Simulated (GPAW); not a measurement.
Worked example: self-consistent single point of HfBe₂ (P6/mmm, 3 atoms in the cell) in GPAW.

Method: LDA (Perdew-Wang 92), GPAW PAW datasets LDA (gpaw-data 1.0.1) (plane waves; GPAW).

The change in words: lattice scaled by 0.98. Reference geometry:
```
HfBe2
1.0
    3.77950     0.00000     0.00000
   -1.88975     3.27314     0.00000
    0.00000     0.00000     3.16996
Hf Be
1 2
Direct
  0.00000   0.00000   0.00000
  0.33333   0.66667   0.50000
  0.66667   0.33333   0.50000
```

Reference input (self-consistent single point, DFT LDA (Perdew-Wang 92), plane waves, GPAW PAW datasets LDA (gpaw-data 1.0.1)): mode = pw; ecut = 800 eV; xc = LDA; kpts = 10 10 10; mesh shift (steps) = 0 0 0; occupations.name = methfessel-paxton; occupations.width = 0.05 eV; occupations.order = 0; nbands = -9; symmetry.symmorphic = false; symmetry.tolerance = 0.0005; maxiter = 120. This run's input differs from it in these lines:

```diff
@@ -5,5 +5,5 @@
 atoms = Atoms(['Hf', 'Be', 'Be'],
-              cell=[[3.779500, 0.000000, 0.000000],
-                    [-1.889750, 3.273143, 0.000000],
-                    [0.000000, 0.000000, 3.169960]],
+              cell=[[3.703910, 0.000000, 0.000000],
+                    [-1.851955, 3.207680, 0.000000],
+                    [0.000000, 0.000000, 3.106561]],
               scaled_positions=[[0.000000, 0.000000, 0.000000],
```

Log, with long lists cut:

```
     iter     time        total  log10-change:
                         energy   eigst   dens
iter:   1 --:--:--   -18.190524
iter:   2 --:--:--   -17.968215   -1.91  -1.00
iter:   3 --:--:--   -17.163178   -1.10  -1.05
iter:   4 --:--:--   -17.156517   -2.74  -1.65
iter:   5 --:--:--   -17.168245   -2.67  -1.71
iter:   6 --:--:--   -17.171098   -3.72  -2.18
iter:   7 --:--:--   -17.170058c  -3.56  -2.21
iter:   8 --:--:--   -17.170067c  -4.97  -2.90
iter:   9 --:--:--   -17.170062c  -6.07  -3.30
iter:  10 --:--:--   -17.170046c  -5.78  -3.31
iter:  11 --:--:--   -17.170046c  -7.43c -4.56c
Converged after 11 iterations.

Dipole moment: (-0.000000, 0.000000, -0.000000) |e|*Ang

Energy contributions relative to reference atoms: (reference = -410427.705381)

Kinetic:        +21.461671
Potential:      -16.739593
External:        +0.000000
XC:             -21.246105
Entropy (-ST):   -0.002227
Local:           -0.644905
SIC:             +0.000000
--------------------------
Free energy:    -17.171160
Extrapolated:   -17.170046

Showing only first 2 kpts
 Kpt  Band  Eigenvalues  Occupancy
  0     6      6.75354    2.00000
  0     7      7.37916    2.00000
  0     8     11.88825    0.00000
  0     9     12.69310    0.00000

  1     6      6.89422    2.00000
  1     7      7.35029    2.00000
  1     8     11.51680    0.00000
  1     9     11.51682    0.00000

Fermi level: 7.85536

No gap
No difference between direct/indirect transitions
Energy (eV): -17.170046

Forces in eV/Ang:
  0 Hf    0.00000    0.00000    0.00000
  1 Be    0.00000   -0.00000    0.00000
  2 Be    0.00000    0.00000    0.00000

Stress tensor:
    -0.016407     0.000000     0.000000
     0.000000    -0.016407     0.000000
     0.000000     0.000000    -0.016398
Stress (GPa, Voigt): [-2.6287 -2.6287 -2.6273  0.      0.      0.    ]
```

The run converged in 11 iterations. GPAW prints stress with tension positive. Against the reference run the free energy drops by 7.8 meV/atom and the pressure goes from -5.49 to 2.63 GPa.

The starting cell comes from a database of computed structures (which also holds hypothetical and non-ambient phases and stackings), without a prior relaxation at this level. For this run, on top of that: lattice scaled by 0.98.

Cost on one core of a shared machine: roughly 40 s.
